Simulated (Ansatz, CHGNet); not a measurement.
For Nb (model structure, started from the omega type, P6/mmm, No. 191, 3 atoms in the cell), the machine-learned potential CHGNet 0.3.0 (trained on PBE and PBE+U data) gives:

| Property | Result |
|---|---|
| equilibrium lattice constant a | 4.836 Å |
| lattice parameter c | 2.782 Å |

What does r²SCAN+rVV10 in Ansatz (plane waves, PAW) give for the same quantities?


- lattice constant a: 4.871 Å (increases by 0.7 %)
- lattice parameter c: 2.658 Å (decreases by 4.5 %)

Changes are worked out from the printed values.

Unless a cell is named, each level is at its own relaxed cell (CHGNet 0.3.0 18.78, r²SCAN+rVV10 18.21 Å³/atom).

Ansatz's density-functional and Hartree–Fock values are scalar-relativistic unless marked +SOC, with PAW data made under PBE.

A model structure was made by putting elements into a prototype or built by hand; it is no filed structure, need not be a known phase, and can be a saddle point held by its symmetry.

Ansatz is a program for electronic structure.
